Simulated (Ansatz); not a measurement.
The reference is MgTe in the zinc blende structure (space group F-43m, No. 216; a = 6.3681 Å). Axes: x, y, z lie along the cube axes.

All numbers come from Kohn–Sham DFT with the LDA functional, run in Ansatz (an electronic-structure program) with PAW and 420 eV plane waves, no spin-orbit coupling.

Before the change:

| Property | Result |
|---|---|
| Valence-band top at Γ | 0.00, 0.00, 0.00 eV |

Modification: a pure shear with ε_xy = ε_yx = 0.0171; the atoms relax in the strained cell.

Q: Estimate the effect on the valence-band top at Γ.

A: The valence-band top at Γ (three highest levels, from the VBM) goes from 0.00, 0.00, 0.00 eV to 0.00, -0.12, -0.22 eV.

Q: What does the calculation give for the energy relative to the base after the change?

A: The energy goes up by 2.0 meV/atom.

Spin-orbit coupling, missing from the scalar runs, can matter with Te. The levels and masses belong to the bands next to the band gap. Stability against distortions was not tested.
